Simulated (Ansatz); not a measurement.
Consider MgS in the rock salt structure (space group Fm-3m, No. 225; a = 5.182 Å). Axes: x, y, z lie along the cube axes.

Level of theory: plane-wave PAW DFT at the PBEsol level (Ansatz, a program for electronic structure, 420 eV), no SOC.

Before the change:

- Band gap: 2.73 eV
- Electron mass: 0.53 mₑ along k, 0.29 mₑ across (at X)

Now apply this change: uniaxial stress, 3 GPa tension along x, with the cell and atoms free to relax against it.

Q: What happens to the band gap, electron mass and secant Young's modulus along x?

A: The band gap shrinks by 0.16 eV, from 2.73 eV to 2.57 eV; the electron mass goes from 0.53 mₑ along k, 0.29 mₑ across (at X) to 0.51 mₑ along k, 0.29 mₑ across (at X); the secant Young's modulus along x amounts to 120 GPa.

Load acts through the strain it causes; cell and atoms are relaxed under it. Effective masses come from finite differences of ±0.01 Å⁻¹. Along k means along the line from Γ to the band edge. Beyond what the load breaks, stability against distortions was not tested.
